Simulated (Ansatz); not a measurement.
Here is the system:

```
GaAs
1.0
    0.00000     2.82935     2.82935
    2.82935     0.00000     2.82935
    2.82935     2.82935     0.00000
Ga As
1 1
Direct
  0.00000   0.00000   0.00000
  0.25000   0.25000   0.25000
```

Level of theory: PBEsol, rigid bands (plane waves, PAW, scalar-relativistic; Ansatz, an electronic-structure program). How the cell was made: cell and atoms relaxed with PBEsol.

Problem. What conductivity effective mass do dilute electrons have at 300 K?

Solution. 0.033 mₑ.

Problem. And the band gap?

Solution. 0.42 eV at this level; semilocal functionals usually fall short of the measured gap.

Rigid bands, one relaxation time for all states, no polarons. Spin-orbit coupling is left out; where it splits the top of the valence band it changes the hole mass and lowers the gap by about a third of the splitting.
